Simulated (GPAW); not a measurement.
**A self-consistent single point of MgO (Fm-3m, 2 atoms in the cell) with GPAW**

Computed with PBE, GPAW PAW datasets PBE (gpaw-data 1.0.1) (plane waves; GPAW 25.7.0).

Input as run:

```python
from ase import Atoms
from ase.units import GPa
from gpaw import GPAW, PW, FermiDirac

atoms = Atoms(['Mg', 'O'],
              cell=[[0.000000, 2.105000, 2.105000],
                    [2.105000, 0.000000, 2.105000],
                    [2.105000, 2.105000, 0.000000]],
              scaled_positions=[[0.000000, 0.000000, 0.000000],
                                [0.500000, 0.500000, 0.500000]],
              pbc=True)

calc = GPAW(mode=PW(550),
            xc='PBE',
            kpts=(7, 7, 7),
            occupations=FermiDirac(0.01),
            nbands=-8,
            convergence={'density': 1e-05, 'energy': 1e-05, 'bands': -6},
            symmetry={'symmorphic': False, 'tolerance': 0.0005},
            maxiter=150,
            txt='-')

atoms.calc = calc

energy = atoms.get_potential_energy()
print('Energy (eV):', round(energy, 6))
forces = atoms.get_forces()
print('Forces (eV/Ang):')
print(forces.round(5))
stress = atoms.get_stress()
print('Stress (GPa, Voigt):', (stress / GPa).round(4))
```

Output (repeated stretches shortened):

```
Input parameters:
  convergence: {bands: -6,
                density: 1e-05,
                energy: 1e-05}
  kpts: [7 7 7]
  maxiter: 150
  mode: {ecut: 550.0,
         name: pw}
  nbands: -8
  occupations: {fixmagmom: False,
                name: fermi-dirac,
                width: 0.01}
  symmetry: {symmorphic: False,
             tolerance: 0.0005}
  xc: PBE

species:
  Mg:
    name: Magnesium
    Z: 12.0
    valence: 10
    core: 2
    charge: 0.0
    file: Mg.PBE.gz

    # Using partial waves for Mg as LCAO basis

  O:
    name: Oxygen
    Z: 8.0
    valence: 6
    core: 2
    charge: 0.0
    file: O.PBE.gz

    # Using partial waves for O as LCAO basis

Reference energy: -7490.497190  # eV

Spin-paired calculation

Convergence criteria:
 Maximum [total energy] change in last 3 cyles: 1e-05 eV / valence electron
 Maximum integral of absolute [dens]ity change: 1e-05 electrons / valence electron
 Maximum integral of absolute [eigenst]ate change: 4e-08 eV^2 / valence electron
 Maximum number of scf [iter]ations: 150

Symmetries present (total): 48
Symmetries with fractional translations: 0
343 k-points: 7 x 7 x 7 Monkhorst-Pack grid
20 k-points in the irreducible part of the Brillouin zone
       k-points in crystal coordinates                weights
   0:     0.00000000    0.00000000    0.00000000          1/343
   1:     0.14285714    0.14285714    0.00000000          6/343
   2:     0.14285714    0.14285714    0.14285714          8/343
   [... 7 lines left out ...]
          ...
  19:     0.42857143    0.42857143    0.42857143          8/343

Wave functions: Plane wave expansion
  Cutoff energy: 550.000 eV
  Number of coefficients (min, max): 533, 556
  Pulay-stress correction: 0.000000 eV/Ang^3 (de/decut=0.000000)

Occupation numbers: Fermi-Dirac:
  width: 0.0100  # eV

Eigensolver

Densities:
  Coarse grid: 18*18*18 grid
  Fine grid: 36*36*36 grid
  Total Charge: 0.000000

Density mixing:
  Method: separate
  Backend: pulay
  Linear mixing parameter: 0.05
  old densities: 5
  Damping of long wavelength oscillations: 50

Hamiltonian:
  XC and Coulomb potentials evaluated on a 36*36*36 grid
  External potential:
    NoExternalPotential

XC parameters: PBE with 2 nearest neighbor stencil

Number of atoms: 2
Number of atomic orbitals: 12
Number of bands in calculation: 16
Number of valence electrons: 16
Bands to converge: 10

Density initialized from atomic densities
  12 bands from LCAO basis set
  4 bands from random numbers

Atomic positions and initial magnetic moments

Positions:
   0 Mg     0.000000    0.000000    0.000000    ( 0.0000,  0.0000,  0.0000)
   1 O      2.105000    2.105000    2.105000    ( 0.0000,  0.0000,  0.0000)

Unit cell:
           periodic     x           y           z      points  spacing
  1. axis:    yes    0.000000    2.105000    2.105000    18     0.1350
  2. axis:    yes    2.105000    0.000000    2.105000    18     0.1350
  3. axis:    yes    2.105000    2.105000    0.000000    18     0.1350

  Lengths:   2.976920   2.976920   2.976920
  Angles:   60.000000  60.000000  60.000000

Effective grid spacing dv^(1/3) = 0.1473

     iter     time        total  log10-change:
                         energy   eigst   dens
iter:   1 --:--:--   -13.268599   +0.92
iter:   2 --:--:--   -12.936674   -0.04  -1.03
iter:   3 --:--:--   -12.021956   -1.28  -1.08
iter:   4 --:--:--   -12.011990   -2.13  -1.40
iter:   5 --:--:--   -12.011044   -2.48  -1.62
iter:   6 --:--:--   -12.010555   -3.52  -2.63
iter:   7 --:--:--   -12.010126   -4.35  -2.73
iter:   8 --:--:--   -12.009920   -4.62  -2.99
iter:   9 --:--:--   -12.009818   -5.08  -3.25
iter:  10 --:--:--   -12.009809c  -6.55  -3.76
iter:  11 --:--:--   -12.009809c  -8.89c -5.07c

Converged after 11 iterations.

Dipole moment: (0.000000, 0.000000, -0.000000) |e|*Ang

Energy contributions relative to reference atoms: (reference = -7490.497190)

Kinetic:        +11.067763
Potential:       -8.931914
External:        +0.000000
XC:             -14.208009
Entropy (-ST):   -0.000000
Local:           +0.062352
SIC:             +0.000000
--------------------------
Free energy:    -12.009809
Extrapolated:   -12.009809

Showing only first 2 kpts
 Kpt  Band  Eigenvalues  Occupancy
  0     6      4.90984    2.00000
  0     7      4.90990    2.00000
  0     8      9.67477    0.00000
  0     9     20.74564    0.00000

  1     6      4.61425    2.00000
  1     7      4.61429    2.00000
  1     8     11.17579    0.00000
  1     9     18.15423    0.00000

Fermi level: 5.40869

Gap: 4.765 eV
Transition (v -> c):
  (s=0, k=0, n=7, [0.00, 0.00, 0.00]) -> (s=0, k=0, n=8, [0.00, 0.00, 0.00])
No difference between direct/indirect transitions
Energy (eV): -12.009809

Forces in eV/Ang:
  0 Mg   -0.00000    0.00000   -0.00000
  1 O    -0.00000    0.00000   -0.00000

Stress tensor:
     0.030861     0.000000     0.000000
     0.000000     0.030861    -0.000000
     0.000000    -0.000000     0.030861
Stress (GPa, Voigt): [ 4.9445  4.9445  4.9445 -0.      0.      0.    ]
```

The run converged in 11 iterations. GPAW prints stress with tension positive.

At such cutoffs GPAW's stress carries a finite-basis (Pulay) error, which enters relaxed cells too; its log prints stress with tension positive.

The starting cell has typed, rounded lattice constants, without a prior relaxation at this level.
